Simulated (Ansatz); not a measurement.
The reference is PbO$_{2}$ in the rutile structure (space group P4_2/mnm, No. 136; a = 5.082 Å, c = 3.444 Å).

The values are results of PBE (Ansatz, a first-principles code; PAW; 420 eV plane waves; spin-orbit coupling left out), not measurements.

Base values:

| Quantity | Value |
|---|---|
| Pressure | 0.0 GPa |

Modification: the cell is scaled by 0.9940 in all directions, atoms relaxed at fixed cell.

Task: Estimate the effect on the energy relative to the base.

Result: The energy increases by 1.8 meV/atom.

Task: Estimate the effect on the pressure.

Result: The pressure (mean of the normal stresses, compression positive) goes from zero to 2.2 GPa.

The cells carry an imposed strain or load. Whether these cells are dynamically stable was not tested. All final runs are without spin polarisation.
